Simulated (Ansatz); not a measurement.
# What a tighter setting buys: basis.ecutwfc, GaN (P6_3mc, 8 atoms in the cell)

Cell: a = 3.1222 Å, b = 3.1222 Å, c = 10.2212 Å, α = 90.00°, β = 90.00°, γ = 120.00°.

Method: PBE, harder PAW files (source: ansatz) (plane waves; Ansatz, an electronic-structure program).

Base settings: basis.ecutwfc = 75 Ry; kpoints.mp_grid.grid = 6 6 2; hamiltonian.xc = pbe; hamiltonian.pseudopotentials = {kind: paw, source: ansatz}; scf.occupations.method = methfessel_paxton; scf.occupations.width = 0.0037 Ry.

Misses are taken against the tightest run, 149.9 Ry, which need not be fully converged itself. The energy is the free energy per atom.

The count of work is k-points × plane waves × bands × iterations; it is no time, and leaves out set-up, grids and terms that scale otherwise. 

Ansatz's pressure holds its estimate of the finite-basis (Pulay) stress, which hides part of the cutoff error; the uncorrected pressure shows it.

The starting cell was generated: these elements placed on a structure prototype, without a prior relaxation; it need not be a known phase or ordering of this composition. Its lattice was rescaled by a random factor within 2.5 % of one. In the base run, with a pressure of about 18 GPa the cell is away from its equilibrium volume at this level. Ansatz's pressure includes its estimate of the finite-basis (Pulay) stress.

The runs (basis.ecutwfc): 30.1 Ry | 37.5 Ry | 44.8 Ry | 52.6 Ry | 59.9 Ry | 67.6 Ry | 75 Ry | 86.4 Ry | 97.4 Ry | 112.5 Ry | 131.2 Ry | 149.9 Ry.

Problem. Which is the coarsest setting among those run that, with all tighter ones, holds the energy within 5 meV/atom of the reference, and what does it save?

Solution. 67.6 Ry, off by 1.0 meV/atom; it needs 0.30 of the reference's count of work.

Problem. Which is the coarsest setting among those run that, with all tighter ones, holds the energy within 0.5 meV/atom of the reference, and what does it save?

Solution. 75 Ry, off by 0.36 meV/atom; it needs 0.35 of the reference's count of work.

Problem. What does the step from 30.1 Ry to 67.6 Ry buy?

Solution. It takes the miss in the energy from 53000 to 1.0 meV/atom, for 3.1 times the count of work.

```
basis.ecutwfc  energy less reference (meV/atom)  pressure less reference (GPa)  largest difference in the force on any atom (eV/Å)  uncorrected pressure less reference (GPa)  count of work / reference
-------------  --------------------------------  -----------------------------  --------------------------------------------------  -----------------------------------------  -------------------------
30.1 Ry                                52813.80                          -6.46                                               0.051                                   -3863.58                      0.099
37.5 Ry                                 8304.60                          -2.47                                               0.018                                    -777.89                       0.12
44.8 Ry                                 1295.48                          -1.04                                               0.003                                    -150.23                       0.16
52.6 Ry                                  156.02                          -0.22                                               0.001                                     -23.45                       0.21
59.9 Ry                                   16.01                          -0.03                                               0.000                                      -3.24                       0.25
67.6 Ry                                    1.03                           0.00                                               0.000                                      -0.23                       0.30
75 Ry                                      0.36                           0.00                                               0.000                                       0.00                       0.35
86.4 Ry                                    0.21                           0.00                                               0.000                                      -0.01                       0.44
97.4 Ry                                    0.13                           0.00                                               0.000                                       0.00                       0.52
112.5 Ry                                   0.09                           0.00                                               0.000                                       0.00                       0.65
131.2 Ry                                   0.04                           0.00                                               0.000                                       0.00                       0.82
149.9 Ry                                   0.00                           0.00                                               0.000                                       0.00                        1.0
```

Keys are those of Ansatz 0.2.
